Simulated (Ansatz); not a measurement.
A working Ansatz (a program for electronic structure) input for Ta3Cu (I4/mmm, 4 atoms in the cell) (DFT, r2SCAN, plane waves, default PAW files made with PBE):

Ansatz 0.2 input:
```yaml
crystal:
  lattice:
    - [-2.006505, 2.006505, 4.208170]
    - [2.006505, -2.006505, 4.208170]
    - [2.006505, 2.006505, -4.208170]
  atoms:
    - { symbol: Ta, position_ang: [0.000000, 2.006505, 2.104085] }
    - { symbol: Ta, position_ang: [2.006505, 0.000000, 2.104085] }
    - { symbol: Ta, position_ang: [0.000000, 0.000000, 4.208170] }
    - { symbol: Cu, position_ang: [0.000000, 0.000000, 0.000000] }
kpoints:
  mp_grid: { grid: [9, 9, 9] }
hamiltonian:
  xc: r2scan
  pseudopotentials: { kind: paw }
scf:
  occupations: { method: fermi_dirac, width: 0.1 }
output:
  forces: true
  eigenvalues: true
  stress: true
```

The run converged in 10 iterations: free energy E − TS (on the zero of these files) -36463.5789 eV; Fermi level (on the code's own zero) 17.94 eV; pressure -2.73 GPa. Each of these slips is then made, one at a time:

(1)
```diff
-  mp_grid: { grid: [9, 9, 9] }
+  mp_grid: { grid: [3, 3, 3] }
-  occupations: { method: fermi_dirac, width: 0.1 }
+  occupations: { method: fermi_dirac, width: 0.001 }
```

(2)
```diff
+  convergence: { dr2_threshold: 1.0e+00 eV }
```

Task: How does each altered input end?

Result: 
(1) A very narrow smearing on a coarse mesh in a metal. The run converged in 9 iterations without an error; against the sound input the free energy drops by 24.4 meV/atom and the pressure goes from -2.73 to -3.16 GPa.

(2) A convergence threshold that is too loose. The run converged in 6 iterations, and against the sound input the free energy stays essentially unchanged (within 1 meV/atom) and the pressure moves little (-2.73 to -2.68 GPa). The full log also holds (shortened here): “iter 2 did not close the SCF: its close was put off for the readings that it lacked (scf_convergence_deferred on its scf_iter line)” and “iter 3 did not close the SCF: its close was put off for the readings that it lacked (scf_convergence_deferred on its scf_iter line)”.

The starting cell comes from a database of computed structures (which also holds hypothetical and non-ambient phases and stackings), without a prior relaxation at this level. Spin polarisation is off. Ansatz's pressure includes its estimate of the finite-basis (Pulay) stress.

Left out of this page: 2 runs of the series stopped by limits of time or memory; 2 runs of the series outside the window shown, repeating another row's setting, or not comparable.
